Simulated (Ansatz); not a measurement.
The starting structures come from a database of crystals and need not be the phases stable at ambient conditions.

 Where the default PAW files enter, the runs use the earlier of Ansatz's two default sets.

Evanescent states of Y2C(NO)2 (P6_3/mmc, not sure to be the ambient phase, 14 atoms a cell, 13.8 Å³ an atom) along the normal of (001)

Method: r2SCAN (plane waves, PAW; Ansatz, a program for electronic structure).

The gap is the functional's own. No spin-orbit coupling. Mid-gap values are interpolated on the energy grid.

Energies count from the valence-band top; κ is the least over a 12×12 mesh across the current.

```json
[
 {"E (eV)": "0.10", "κ (1/Å)": "0.154", "where": "off Γ"},
 {"E (eV)": "0.32", "κ (1/Å)": "0.233", "where": "off Γ"},
 {"E (eV)": "0.53", "κ (1/Å)": "0.274", "where": "off Γ"},
 {"E (eV)": "0.73", "κ (1/Å)": "0.305", "where": "off Γ"},
 {"E (eV)": "0.94", "κ (1/Å)": "0.328", "where": "off Γ"},
 {"E (eV)": "1.16", "κ (1/Å)": "?", "where": "off Γ"},
 {"E (eV)": "1.36", "κ (1/Å)": "?", "where": "off Γ"},
 {"E (eV)": "1.57", "κ (1/Å)": "?", "where": "off Γ"},
 {"E (eV)": "1.78", "κ (1/Å)": "0.382", "where": "off Γ"},
 {"E (eV)": "2.00", "κ (1/Å)": "?", "where": "off Γ"},
 {"E (eV)": "2.21", "κ (1/Å)": "?", "where": "off Γ"},
 {"E (eV)": "2.42", "κ (1/Å)": "?", "where": "off Γ"},
 {"E (eV)": "2.62", "κ (1/Å)": "?", "where": "off Γ"},
 {"E (eV)": "2.83", "κ (1/Å)": "?", "where": "off Γ"},
 {"E (eV)": "3.04", "κ (1/Å)": "?", "where": "off Γ"},
 {"E (eV)": "3.25", "κ (1/Å)": "?", "where": "off Γ"},
 {"E (eV)": "3.46", "κ (1/Å)": "0.382", "where": "Γ"},
 {"E (eV)": "3.67", "κ (1/Å)": "0.353", "where": "Γ"},
 {"E (eV)": "3.88", "κ (1/Å)": "0.315", "where": "Γ"},
 {"E (eV)": "4.09", "κ (1/Å)": "0.259", "where": "Γ"},
 {"E (eV)": "4.30", "κ (1/Å)": "0.145", "where": "Γ"}
]
```

Q: Fill in the missing entries.

A: 
- 1.16, κ (1/Å): 0.346
- 1.36, κ (1/Å): 0.361
- 1.57, κ (1/Å): 0.372
- 2.00, κ (1/Å): 0.389
- 2.21, κ (1/Å): 0.395
- 2.42, κ (1/Å): 0.398
- 2.62, κ (1/Å): 0.400
- 2.83, κ (1/Å): 0.401
- 3.04, κ (1/Å): 0.400
- 3.25, κ (1/Å): 0.397
